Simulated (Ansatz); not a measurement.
Base system: Ca3SbN in the anti-perovskite structure (space group Pm-3m, No. 221; a = 4.803 Å; a cell from a computed database, its experimental status unchecked).

Modification: cell and atoms relaxed at a pressure of 7.5 GPa.

Levels (all Ansatz, a quantum-chemistry and plane-wave program, PAW): PBEsol (420 eV, without spin-orbit coupling); HSE06 (420 eV, spin-orbit coupling left out).

The geometry is relaxed with PBEsol.

```
Quantity          Result
---------------  -------
PBEsol band gap  0.14 eV
```

**Question.** What does HSE06 give at this geometry for the band gap?

**Answer.** The band gap grows by 0.739 eV to 0.87 eV.

Single points use the geometry relaxed with PBEsol. Spin-orbit coupling, missing from the scalar runs, can matter with Sb. Load acts through the strain it causes; cell and atoms are relaxed under it. No phonon test of stability was made. Competing high-pressure phases were not computed. A zero or small gap of Ca3SbN under pressure 7.5 GPa can be the functional's error rather than a property of the material.
